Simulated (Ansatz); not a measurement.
**MoSi2: response to strain**

Consider MoSi₂ (space group I4/mmm, No. 139; a = 3.174 Å, c = 7.779 Å; relaxed with 0.1 eV smearing). Axes: x, y, z lie along a, b, c of the conventional cell.

Strains are applied to the cell and any free atomic positions relax.

Level of theory: Ansatz (a first-principles code) LDA, spin-orbit coupling left out.

Notes on the quantities. pressure: mean of the normal stresses, compression positive; energy relative to the base: free energy F.

```csv
variant,pressure,energy relative to the base,shortest interatomic distance
base,0.0 GPa,0 meV/atom,2.564 Å
uniaxial strain ε_zz = −3.00 %,8.3 GPa,+21 meV/atom,2.495 Å
uniaxial strain ε_zz = −2.00 %,5.3 GPa,+9.2 meV/atom,2.518 Å
uniaxial strain ε_zz = −1.00 %,2.5 GPa,+2.2 meV/atom,2.541 Å
uniaxial strain ε_zz = −0.50 %,1.2 GPa,+0.5 meV/atom,2.552 Å
uniaxial strain ε_zz = +0.50 %,-1.2 GPa,+0.5 meV/atom,2.575 Å
uniaxial strain ε_zz = +1.00 %,-2.3 GPa,+2.1 meV/atom,2.585 Å
uniaxial strain ε_zz = +2.00 %,-4.5 GPa,+8.2 meV/atom,2.595 Å
uniaxial strain ε_zz = +2.50 %,-5.5 GPa,+13 meV/atom,2.598 Å
uniaxial strain ε_zz = +3.00 %,-6.5 GPa,+18 meV/atom,2.600 Å
```

No phonon test of stability was made. All final runs are without spin polarisation.
